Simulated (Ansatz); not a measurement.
Functionals compared on the (10-11) surface of wurtzite CdS in its 1x1 cell (cut with top plane Cd, bottom plane Cd), relaxed from an ideal cut (the real face may reconstruct), with unlike faces, outermost plane spacing 1.47 Å in the ideal cut (in the relaxation 2 Cd–S bonds formed; 1 Cd–S bonds broke; S ended outermost), in Ansatz (plane waves, PAW). The structure was relaxed with PBE; the other rows are single points on it, each with its references at the same level. Cutoff 420 eV (500 eV for r2SCAN). The surface energy is the mean of two unlike faces. HSE06 used the coarser mesh 4x2x1.

Set-up: 16 atoms, Cd8S8, 12.3 Å thick at the start; mesh 6x4x1; 0.025 eV smearing; dipole correction on; all atoms relaxed; held to the part of the start's symmetry that mesh and held atoms allow; no spin, no spin-orbit, no U. These notes are the PBE run's.

A dash marks a value that is undefined for that row or was read on another mesh.

| functional | surface energy (J/m²) | gap of the slab on its k-mesh (eV) | highest filled level below the top vacuum level (eV) | rough cost of the single point |
|---|---|---|---|---|
| PBE | 0.53 | 0.43 | 4.56 | – |
| LDA | 0.69 | 0.34 | 4.89 | about 110 core-seconds (a rough figure) |
| PBEsol | 0.60 | 0.41 | 4.64 | roughly 120 core-seconds |
| RPBE | 0.45 | 0.49 | 4.42 | about 2.1 core-minutes (a rough figure) |
| r2SCAN | 0.64 | 0.64 | 4.63 | very roughly 5 core-minutes |
| HSE06 | 0.60 | – | – | about 50 core-minutes (a rough figure) |

Ansatz is an electronic-structure program.
